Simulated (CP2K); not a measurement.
Worked example: self-consistent single point of Ti₃Al₅ (Pmmm, 8 atoms in the cell) in CP2K

Method of the run: PBEsol, GPW, DZVP-MOLOPT-SR-GTH basis, GTH-PBE potentials (GTH_POTENTIALS) run with CP2K.

This input was run:

```
&GLOBAL
  PROJECT run
  RUN_TYPE ENERGY_FORCE
  PRINT_LEVEL MEDIUM
&END GLOBAL
&FORCE_EVAL
  METHOD Quickstep
  STRESS_TENSOR ANALYTICAL
  &DFT
    BASIS_SET_FILE_NAME BASIS_MOLOPT
    POTENTIAL_FILE_NAME GTH_POTENTIALS
    &QS
      METHOD GPW
      EPS_DEFAULT 1E-10
    &END QS
    &MGRID
      CUTOFF 600
      REL_CUTOFF 40
      NGRIDS 5
    &END MGRID
    &SCF
      SCF_GUESS ATOMIC
      EPS_SCF 1E-6
      MAX_SCF 100
      ADDED_MOS 9
      &DIAGONALIZATION
        ALGORITHM STANDARD
      &END DIAGONALIZATION
      &MIXING
        METHOD BROYDEN_MIXING
        ALPHA 0.3
        NBUFFER 8
        BETA 1
      &END MIXING
      &SMEAR ON
        METHOD FERMI_DIRAC
        ELECTRONIC_TEMPERATURE [K] 1160.45
      &END SMEAR
    &END SCF
    &KPOINTS
      SCHEME MONKHORST-PACK 6 6 3
      GAMMA_CENTERED T
    &END KPOINTS
    &XC
      &XC_FUNCTIONAL
        &PBE
          PARAMETRIZATION PBESOL
        &END PBE
      &END XC_FUNCTIONAL
    &END XC
    &PRINT
      &MO
        EIGENVALUES T
        OCCUPATION_NUMBERS T
        NDIGITS 8
        FILENAME mo
        &EACH
          QS_SCF 0
        &END EACH
        ADD_LAST NUMERIC
      &END MO
      &MULLIKEN ON
      &END MULLIKEN
    &END PRINT
  &END DFT
  &SUBSYS
    &CELL
      A 3.91154300 0.00000000 0.00000000
      B 0.00000000 4.02477800 0.00000000
      C 0.00000000 0.00000000 8.10511500
      PERIODIC XYZ
    &END CELL
    &COORD
      Ti       0.00000000     2.01238900     2.14842283
      Ti       0.00000000     2.01238900     5.95669217
      Ti       1.95577150     2.01238900     0.00000000
      Al       0.00000000     0.00000000     0.00000000
      Al       0.00000000     0.00000000     4.05255750
      Al       1.95577150     2.01238900     4.05255750
      Al       1.95577150     0.00000000     1.96330201
      Al       1.95577150     0.00000000     6.14181299
    &END COORD
    &KIND Ti
      BASIS_SET DZVP-MOLOPT-SR-GTH
      POTENTIAL GTH-PBE-q12
    &END KIND
    &KIND Al
      BASIS_SET DZVP-MOLOPT-SR-GTH
      POTENTIAL GTH-PBE-q3
    &END KIND
  &END SUBSYS
  &PRINT
    &FORCES ON
    &END FORCES
    &STRESS_TENSOR ON
    &END STRESS_TENSOR
  &END PRINT
&END FORCE_EVAL
```

Log, with long lists cut:

```
 GLOBAL| Method name                                                        CP2K
 GLOBAL| Project name                                                        run
 GLOBAL| Run type                                                   ENERGY_FORCE

 CELL| Volume [angstrom^3]:                                           127.599573
 CELL| Vector a [angstrom]:       3.912     0.000     0.000   |a| =     3.911543
 CELL| Vector b [angstrom]:       0.000     4.025     0.000   |b| =     4.024778
 CELL| Vector c [angstrom]:       0.000     0.000     8.105   |c| =     8.105115
 CELL| Angle (b,c), alpha [degree]:                                    90.000000
 CELL| Angle (a,c), beta  [degree]:                                    90.000000
 CELL| Angle (a,b), gamma [degree]:                                    90.000000
 CELL| Numerically orthorhombic:                                             YES
 CELL| Periodicity                                                           XYZ

 DFT| Spin restricted Kohn-Sham (RKS) calculation                            RKS
 DFT| Multiplicity                                                             2
 DFT| Number of spin states                                                    1
 DFT| Charge                                                                   0
 DFT| XC density smoothing                                                  NONE
 DFT| XC derivatives                                                          PW

 QS| Method:                                                                 GPW
 QS| Density plane wave grid type                        NON-SPHERICAL FULLSPACE
 QS| Number of grid levels:                                                    5
 QS| Density cutoff [a.u.]:                                                300.0
 QS| Multi grid cutoff [a.u.]: 1) grid level                               300.0
   [... lines left out ...]
 BRILLOUIN| Wavefunction type                                            COMPLEX
 BRILLOUIN| List of Kpoints [2 Pi/Bohr]                                       56
 BRILLOUIN| Number           Weight            X              Y              Z
 BRILLOUIN|     1           0.01852       -0.33333       -0.33333       -0.33333
 BRILLOUIN|     2           0.01852       -0.33333       -0.33333        0.00000
 BRILLOUIN|     3           0.01852       -0.33333       -0.33333        0.33333
   [... 53 lines left out ...]
 *******************************************************************************

 Extrapolation method: initial_guess

 Re-scaling the density matrix to get the right number of electrons
                  # Electrons              Trace(P)               Scaling factor
                           51                51.000                        1.000

 Number of electrons:                                                         51
 Number of occupied orbitals:                                                 26
 Number of molecular orbitals:                                                35

 Number of orbital functions:                                                143
 Number of independent orbital functions:                                    143
 SCF WAVEFUNCTION OPTIMIZATION

  Step     Update method      Time    Convergence         Total energy    Change
     1 NoMix/Diag. 0.30E+00      -     1.73606997      -186.4417873670 -1.86E+02
     2 Broy./Diag. 0.30E+00      -     0.08541100      -186.0854193014  3.56E-01
     3 Broy./Diag. 0.30E+00      -     0.04638495      -185.4735120964  6.12E-01
     4 Broy./Diag. 0.30E+00      -     0.08342304      -184.9269698179  5.47E-01
     5 Broy./Diag. 0.30E+00      -     0.01182351      -184.8170835130  1.10E-01
     6 Broy./Diag. 0.30E+00      -     0.00320939      -184.7769620155  4.01E-02
     7 Broy./Diag. 0.30E+00      -     0.00066308      -184.7687904919  8.17E-03
     8 Broy./Diag. 0.30E+00      -     0.00087106      -184.7665587753  2.23E-03
     9 Broy./Diag. 0.30E+00      -     0.00005621      -184.7657415660  8.17E-04
    10 Broy./Diag. 0.30E+00      -     0.00003365      -184.7654961905  2.45E-04
    11 Broy./Diag. 0.30E+00      -     0.00000671      -184.7654165866  7.96E-05
    12 Broy./Diag. 0.30E+00      -     0.00000225      -184.7653687735  4.78E-05
    13 Broy./Diag. 0.30E+00      -     0.00000099      -184.7653730842 -4.31E-06
  *** SCF run converged in    13 steps ***

  Electronic density on regular grids:        -50.9999999999        0.0000000001
  Core density on regular grids:               50.9999999946       -0.0000000054
  Total charge density on r-space grids:       -0.0000000052
  Total charge density g-space grids:          -0.0000000052

  Overlap energy of the core charge distribution:               0.00000000000000
  Self energy of the core charge distribution:               -348.90671614137568
  Core Hamiltonian energy:                                     87.51268664269261
  Hartree energy:                                             102.43875648287388
  Exchange-correlation energy:                                -25.80407275470679
  Electronic entropic energy:                                  -0.00602730844497
  Fermi energy:                                                 0.32659980671640

  Total energy:                                              -184.76537308421885
  Total energy (extrapolated to T->0):                       -184.76235942999637

                     Mulliken Population Analysis

 #  Atom  Element  Kind  Atomic population                           Net charge
       1     Ti       1         12.671992                             -0.671992
       2     Ti       1         12.671987                             -0.671987
       3     Ti       1         12.598899                             -0.598899
       4     Al       2          2.500611                              0.499389
       5     Al       2          2.772290                              0.227710
       6     Al       2          2.583518                              0.416482
       7     Al       2          2.600354                              0.399646
       8     Al       2          2.600350                              0.399650
 # Total charge                             51.000000                 -0.000000

 ENERGY| Total FORCE_EVAL ( QS ) energy [hartree]           -184.765367663550052

 FORCES| Atomic forces [hartree/bohr]
 FORCES|   Atom     x               y               z               |f|
 FORCES|      1  3.72793806E-10 -3.70433074E-10 -1.08873837E-03   1.08873837E-03
 FORCES|      2  3.70404962E-10 -3.69383563E-10  1.08878526E-03   1.08878526E-03
 FORCES|      3  4.22936876E-10 -4.24400496E-10 -4.12950054E-08   4.12993518E-08
 FORCES|      4  6.40784189E-13  9.57428716E-13  8.96847921E-09   8.96847928E-09
 FORCES|      5  8.82096005E-13  2.16594419E-12 -5.14940465E-08   5.14940465E-08
 FORCES|      6 -2.05165341E-12 -9.74885205E-13  2.38865370E-08   2.38865371E-08
 FORCES|      7  3.10538418E-14 -9.65079007E-13 -6.26696231E-04   6.26696231E-04
 FORCES|      8 -1.52836213E-12  3.35636354E-12  6.26709950E-04   6.26709950E-04
 FORCES| Sum     1.16410956E-09 -1.15967736E-09  6.77468734E-10
 FORCES| Total atomic force                                       1.77734818E-09

 STRESS| Analytical stress tensor [bar]
 STRESS|                        x                   y                   z
 STRESS|      x       -7.84618378080E+03  -1.74526703540E-04   7.34515691324E-05
 STRESS|      y       -1.74526703540E-04  -1.14852930218E+04  -6.25395123414E-05
 STRESS|      z        7.34515691324E-05  -6.25395123414E-05  -1.05632063101E+04
 STRESS| 1/3 Trace                                            -9.96489437090E+03
```

The run converged in 13 iterations.

The starting cell comes from a database of computed structures (which also holds hypothetical and non-ambient phases and stackings), without a prior relaxation at this level. Its lattice was rescaled by a random factor within 2.5 % of one. Spin polarisation is off. Values carry the incompleteness of an atom-centred basis. The potentials were made for another functional than the one used.

Cost on one core of a shared machine: roughly 40 s.
